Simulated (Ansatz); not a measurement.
# WSi₂ (space group I4/mmm, No. 139)

Space group I4/mmm (No. 139); a = b = 3.229 Å, c = 7.867 Å, α = β = γ = 90.00°

```csv
atom,site,symmetry,x,y,z
W,2a,4/mmm,0.0000,0.0000,0.0000
Si,4e,4mm,0.0000,0.0000,0.3346
```
(The calculation used a cell of 3 atoms; values per cell refer to that cell.)

Level of theory: DFT with PBE, PAW potentials and a 420 eV plane-wave cutoff in Ansatz (an electronic-structure program), no spin-orbit coupling. Settings: 20×20×20 k-points, 0.05 eV Fermi–Dirac smearing.

- Volume per atom: 13.67 Å³
- Density: 9.72 g/cm³
- Band gap: zero
- Total energy: -3885.820 eV/atom (σ→0; compares only within this code and set-up)

No phonon test of stability was made. All final runs are without spin polarisation.
